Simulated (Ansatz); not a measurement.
The structure below was relaxed with plane-wave PAW DFT at the r2SCAN level (Ansatz, a first-principles code, 500 eV), no SOC, earlier PAW set.

Space group F-43m (No. 216); a = b = c = 3.609 Å, α = β = γ = 90.00°

| atom | site | symmetry | x | y | z |
|---|---|---|---|---|---|
| N | 4c | -43m | 0.2500 | 0.2500 | 0.2500 |
| B | 4a | -43m | 0.0000 | 0.0000 | 0.0000 |

Task: Write out a cell with all atoms.

Result: 
```cif
data_B4N4
_chemical_formula_sum 'N4 B4'
_space_group_name_H-M_alt 'P 1'
_space_group_IT_number 1
_cell_length_a 3.60886
_cell_length_b 3.60886
_cell_length_c 3.60886
_cell_angle_alpha 90.000
_cell_angle_beta 90.000
_cell_angle_gamma 90.000
loop_
_space_group_symop_operation_xyz
  'x, y, z'
loop_
_atom_site_label
_atom_site_type_symbol
_atom_site_fract_x
_atom_site_fract_y
_atom_site_fract_z
_atom_site_occupancy
N1 N 0.25000 0.25000 0.25000 1
B1 B 0.00000 0.00000 0.00000 1
N2 N 0.25000 0.75000 0.75000 1
B2 B 0.00000 0.50000 0.50000 1
N3 N 0.75000 0.25000 0.75000 1
B3 B 0.50000 0.00000 0.50000 1
N4 N 0.75000 0.75000 0.25000 1
B4 B 0.50000 0.50000 0.00000 1
```
This is the conventional cell.

Stability against distortions was not tested. The cell was made from BP by this change: P → N.
